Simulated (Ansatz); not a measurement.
The reference is ZnSiP₂ in the chalcopyrite structure (space group I-42d, No. 122; a = 5.4185 Å, c = 10.5397 Å).

Computed with Ansatz (a program for electronic structure) PBE, without spin-orbit coupling.

Before the change:

- Lattice parameter a = 5.419 Å
- Electron mass = 1.5 mₑ along c, 0.26 mₑ across (at Γ)
- Hole mass = 0.16 mₑ along c, 0.40 mₑ across (at Γ)

Perturbation: a negative pressure, −2 GPa.

Problem. How does this affect the mean gap deformation potential ΔEg/Δln V, lattice parameter a, electron mass and hole mass?

Solution. The mean gap deformation potential ΔEg/Δln V comes out as +2.2 eV; the lattice parameter a goes up by 0.046 Å to 5.465 Å; the electron mass becomes 1.5 mₑ along c, 0.27 mₑ across (at Γ) (base: 1.5 mₑ along c, 0.26 mₑ across (at Γ)); the hole mass becomes 0.15 mₑ along c, 0.42 mₑ across (at Γ) (base: 0.16 mₑ along c, 0.40 mₑ across (at Γ)).

Load acts through the strain it causes; cell and atoms are relaxed under it. Masses are band curvatures over ±0.01 Å⁻¹ around the edge. Whether these cells are dynamically stable was not tested.
